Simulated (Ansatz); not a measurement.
Consider BaTiO₃ (space group R3m, No. 160).

```
BaTiO3
1.0
    2.84011     1.63974     2.33159
   -2.84011     1.63974     2.33159
    0.00000    -3.27947     2.33159
Ba Ti O
1 1 3
Direct
  0.00127   0.00127   0.00127
  0.51469   0.51469   0.51469
  0.48822   0.97869   0.48822
  0.48822   0.48822   0.97869
  0.97869   0.48822   0.48822
```

Cartesian axes are those of the cell as printed.

All numbers come from DFT with r2SCAN, PAW potentials and a 500 eV plane-wave cutoff in Ansatz (a program for electronic structure), spin-orbit coupling left out, earlier PAW set.

Strains are applied to the cell and any free atomic positions relax; under biaxial strain the out-of-plane vector relaxes too.

One change was made to it. Results:

The band gap grows by 0.08 eV (2.87 eV → 2.95 eV); the smallest direct gap grows by 0.23 eV to 3.47 eV.

Q: Which change produced these results?
A. tensor shear ε_yz = −2.45 %
B. biaxial strain +0.40 %, plane normal [001], relaxed out of plane
C. uniaxial strain ε_xx = +5.80 %

A: C, uniaxial strain ε_xx = +5.80 %. For comparison, the band gap in the other runs: biaxial strain +0.40 %, plane normal [001], relaxed out of plane gives 2.89 eV; tensor shear ε_yz = −2.45 % gives 2.52 eV.

Whether these cells are dynamically stable was not tested. All final runs are without spin polarisation. This is not the structure that BaTiO3 has at room temperature and ambient pressure.
